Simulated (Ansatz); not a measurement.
Worked example: self-consistent single point of MoS2 (R3m, 3 atoms in the cell) in Ansatz (an electronic-structure program).

Level of theory: PBE, PAW files (plane waves; Ansatz).

```xyz
3
Lattice="1.6001 0.9238 6.5145 -1.6001 0.9238 6.5145 0.0000 -1.8476 6.5145" Properties=species:S:1:pos:R:3 pbc="T T T"
Mo     0.0000     0.0000    19.5892
S      0.0000     0.0000     8.0702
S      0.0000     0.0000     4.9504
```

Reference input (self-consistent single point, DFT, PBE, plane waves, PAW files): basis.ecutwfc = 420 eV; kpoints.mp_grid.grid = 9 9 9; hamiltonian.xc = pbe; hamiltonian.pseudopotentials = {kind: paw} (the program's default PAW files); scf.occupations.method = fermi_dirac; scf.occupations.width = 0.01 eV. This run's input differs from it in these lines:

Ansatz 0.2 input:
```diff
@@ -18,3 +18,3 @@
 scf:
-  occupations: { method: fermi_dirac, width: 0.01 }
+  occupations: { method: fermi_dirac, width: 0.5 }
 output:
```

Log, with long lists cut:

```
SCF iter   1: F=—  HF=-6763.767239 eV  |F-HF|=—  |Δ(HF+E_count)|=         —  Δρ=5.78e-2  dr2=2.48e0  ethr=3.10e-3  ⟨swp⟩=6.0  Hψ=9331  notcnv=0
all-band conjugate gradients solve this SCF's bands
preconditioner: auto → LDOS
SCF iter   2: F=—  HF=-6763.841241 eV  |F-HF|=—  |Δ(HF+E_count)|=   7.40e-2  Δρ=5.68e-2  dr2=2.58e0  ethr=3.10e-3  ⟨swp⟩=2.9  Hψ=4404  notcnv=0
   [... lines left out ...]
SCF iter   5: F=—  HF=-6763.025089 eV  |F-HF|=—  |Δ(HF+E_count)|=   2.76e-4  Δρ=2.90e-4  dr2=2.36e-5  ethr=7.31e-6  ⟨swp⟩=2.4  Hψ=2236  notcnv=0
SCF iter   6: F=—  HF=-6763.025110 eV  |F-HF|=—  |Δ(HF+E_count)|=   2.10e-5  Δρ=8.05e-5  dr2=2.54e-6  ethr=9.07e-8  ⟨swp⟩=3.2  Hψ=3747  notcnv=0
SCF iter   7: F=—  HF=-6763.025111 eV  |F-HF|=—  |Δ(HF+E_count)|=   7.30e-7  Δρ=1.65e-5  dr2=1.97e-7  ethr=9.78e-9  ⟨swp⟩=2.1  Hψ=2425  notcnv=0
SCF iter   8: F=-6763.025111 eV  HF=-6763.025111 eV  |F-HF|=2.14e-8  |Δ(HF+E_count)|=   3.04e-8  Δρ=4.46e-6  dr2=2.52e-8  ethr=3.85e-10  ⟨swp⟩=7.4  Hψ=8416  notcnv=0
SCF 1 converged in 8 iterations: F = -6763.025111 eV  dr2 = 2.52e-8
Free energy (F): -6763.025111 eV
Internal energy: -6762.209490 eV  (E = F + TS)
E sigma→0 (E₀):  -6762.617301 eV
Entropy (-TS):   -0.815620 eV (-271.873 meV/atom)
Fermi energy:    9.831383 eV
--- Forces (eV/Å), atoms counted from 1 ---
  atom   1  Mo    -0.00000000     0.00000000    -1.19308297
  atom   2  S     -0.00000000    -0.00000000     0.67880383
  atom   3  S     -0.00000000    -0.00000000     0.51424169
--- Stress (GPa, compression-positive) ---
        1.437813       0.000000       0.000000
        0.000000       1.437813      -0.000000
        0.000000      -0.000000       1.176628
  P = ⅓ Tr σ = 1.3508 GPa (13.508 kbar)
  The stress holds the Pulay correction. Without it, at fixed plane waves, as pw.x and ABINIT print it: P = 1.3243 GPa
```

The run converged in 8 iterations. Against the reference run the free energy goes down by 73.9 meV/atom, the pressure goes from -0.48 to 1.35 GPa and the largest force goes from 1.447 to 1.193 eV/Å.

The starting cell comes from a database of computed structures (which also holds hypothetical and non-ambient phases and stackings), without a prior relaxation at this level. Its lattice was rescaled by up to half a per cent. One atom was moved a little off its site on purpose. Spin polarisation is off. Forces in this geometry exceed 1 eV/Å. Ansatz's pressure includes its estimate of the finite-basis (Pulay) stress.
